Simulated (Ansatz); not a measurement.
The parent structure is EuO in the rock salt structure (space group Fm-3m, No. 225; ferromagnetic).

```xyz
2
Lattice="0.0000 2.5308 2.5308 2.5308 0.0000 2.5308 2.5308 2.5308 0.0000" Properties=species:S:1:pos:R:3 pbc="T T T"
O      0.0000     0.0000     0.0000
Eu     2.5308     2.5308     2.5308
```

Calculations: PBE (Ansatz, a program for electronic structure), no spin-orbit coupling.

One change was made to it. Results:

The magnetic state remains ferromagnetic; the largest site moment stays essentially unchanged (6.58 μB against 6.57 μB); the density grows by 0.13 g/cm³ (8.60 g/cm³ → 8.73 g/cm³).

Task: Name the change that was made.
A) pressure 0.3 GPa
B) pressure 1.5 GPa
C) pressure 0.7 GPa
D) pressure 7.5 GPa
E) pressure 5 GPa

Result: B, pressure 1.5 GPa. For comparison, the density in the other runs: pressure 5 GPa gives 9.01 g/cm³; pressure 0.7 GPa gives 8.66 g/cm³; pressure 7.5 GPa gives 9.20 g/cm³; pressure 0.3 GPa gives 8.63 g/cm³.

The magnetic state is the one reached from the starting moments; the real material's order can differ, and small cells can't hold many antiferromagnetic ones. The state of the 4f shell was not checked for lower solutions. Load acts through the strain it causes; cell and atoms are relaxed under it. Stability against distortions was not tested. No other phases were tried under pressure. No Hubbard U is applied, and correlation can decide whether such a compound is a metal.
